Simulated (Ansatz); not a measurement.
This concerns the formation energy of O_i in Al (fcc, Fm-3m). Reaction: 108 Al (fcc) + 1/2 O2 (gas) → cell A.

Cell A: a supercell of 108 sites of Al (fcc, Fm-3m) with O off the lattice sites (6 Al at 2.12 Å); spin state with PBE: run without spin, k-point mesh 3×3×3.
```
Al108O
1.0
   12.12333     0.00000     0.00000
    0.00000    12.12333     0.00000
    0.00000     0.00000    12.12333
Al O
108 1
Direct
  0.00003   0.00015   0.00015
  0.00024   0.16690   0.16690
  0.16667   0.99791   0.16528
  0.16667   0.16528   0.99791
  0.99862   0.99791   0.33333
  0.00024   0.16690   0.49976
  0.16667   0.99791   0.50138
  0.16667   0.15861   0.33333
  0.00003   0.00015   0.66651
  0.99932   0.16598   0.83333
  0.16667   0.99946   0.83333
  0.16667   0.16528   0.66875
  0.99862   0.33333   0.99791
  0.00024   0.49976   0.16690
  0.16667   0.33333   0.15861
  0.16667   0.50138   0.99791
  0.99194   0.33333   0.33333
  0.00024   0.49976   0.49976
  0.16667   0.33333   0.50806
  0.16667   0.50806   0.33333
  0.99862   0.33333   0.66875
  0.99932   0.50068   0.83333
  0.16667   0.33333   0.83333
  0.16667   0.50138   0.66875
  0.00003   0.66651   0.00015
  0.99932   0.83333   0.16598
  0.16667   0.66875   0.16528
  0.16667   0.83333   0.99946
  0.99862   0.66875   0.33333
  0.99932   0.83333   0.50068
  0.16667   0.66875   0.50138
  0.16667   0.83333   0.33333
  0.00003   0.66651   0.66651
  0.99976   0.83333   0.83333
  0.16667   0.66721   0.83333
  0.16667   0.83333   0.66721
  0.33330   0.00015   0.00015
  0.33310   0.16690   0.16690
  0.49985   0.00015   0.16670
  0.49985   0.16670   0.00015
  0.33472   0.99791   0.33333
  0.33310   0.16690   0.49976
  0.49985   0.00015   0.49997
  0.50209   0.16528   0.33333
  0.33330   0.00015   0.66651
  0.33402   0.16598   0.83333
  0.49993   0.00007   0.83333
  0.49985   0.16670   0.66651
  0.33472   0.33333   0.99791
  0.33310   0.49976   0.16690
  0.50209   0.33333   0.16528
  0.49985   0.49997   0.00015
  0.34139   0.33333   0.33333
  0.33310   0.49976   0.49976
  0.50209   0.33333   0.50138
  0.50209   0.50138   0.33333
  0.33472   0.33333   0.66875
  0.33402   0.50068   0.83333
  0.50054   0.33333   0.83333
  0.49985   0.49997   0.66651
  0.33330   0.66651   0.00015
  0.33402   0.83333   0.16598
  0.49985   0.66651   0.16670
  0.49993   0.83333   0.00007
  0.33472   0.66875   0.33333
  0.33402   0.83333   0.50068
  0.49985   0.66651   0.49997
  0.50054   0.83333   0.33333
  0.33330   0.66651   0.66651
  0.33358   0.83333   0.83333
  0.49993   0.66659   0.83333
  0.49993   0.83333   0.66659
  0.66667   0.00007   0.00007
  0.66667   0.16598   0.16598
  0.83349   0.00015   0.16670
  0.83349   0.16670   0.00015
  0.66667   0.99946   0.33333
  0.66667   0.16598   0.50068
  0.83349   0.00015   0.49997
  0.83125   0.16528   0.33333
  0.66667   0.00007   0.66659
  0.66667   0.16642   0.83333
  0.83341   0.00007   0.83333
  0.83349   0.16670   0.66651
  0.66667   0.33333   0.99946
  0.66667   0.50068   0.16598
  0.83125   0.33333   0.16528
  0.83349   0.49997   0.00015
  0.66667   0.33333   0.33333
  0.66667   0.50068   0.50068
  0.83125   0.33333   0.50138
  0.83125   0.50138   0.33333
  0.66667   0.33333   0.66721
  0.66667   0.50024   0.83333
  0.83279   0.33333   0.83333
  0.83349   0.49997   0.66651
  0.66667   0.66659   0.00007
  0.66667   0.83333   0.16642
  0.83349   0.66651   0.16670
  0.83341   0.83333   0.00007
  0.66667   0.66721   0.33333
  0.66667   0.83333   0.50024
  0.83349   0.66651   0.49997
  0.83279   0.83333   0.33333
  0.66667   0.66659   0.66659
  0.66667   0.83333   0.83333
  0.83341   0.66659   0.83333
  0.83341   0.83333   0.66659
  0.16667   0.33333   0.33333
```

Reference: Al (fcc, Fm-3m), 108 atoms in the cell, the relaxed perfect crystal repeated, atoms not moved again, k-point mesh 3×3×3 on the run's own vectors.

Reference: an isolated O2 molecule (triplet) in a box of 11 × 11 × 13 Å.

Computed with Ansatz (plane waves, PAW), its default PAW set, cutoff 500 eV. The structures are at rest with PBE, within the held lattices; other levels are single points on them. Neutral cells; Fermi-Dirac smearing of at most 0.10 eV in the solids, energies taken to zero width. The lattices are those relaxed with PBE, so at other levels the solids can be strained. Larger cells are relaxed from a start prepared with the learned potential CHGNet, on a coarser mesh till forces fall under 0.03 eV/Å, which some starts already meet. A dispersion term (D3(BJ), or D4 for r2SCAN) was computed beside these levels and is taken off wherever the name lacks it. Static lattices, no vibrational contributions. Cells are local rest points, mostly with their start's symmetry. Values are for these cell sizes. Mesh and cell size may move defect energies by 0.1 eV or more. Cell A has symmetry Pm-3m within 0.02 Å and got no random move, so less symmetric positions, which may lie lower, weren't tried.

Question: Predict the value from r2SCAN.

Answer: -2.14 eV, for 108 Al (fcc) + 1/2 O2 (gas) → cell A.

Ansatz is a program for electronic structure.
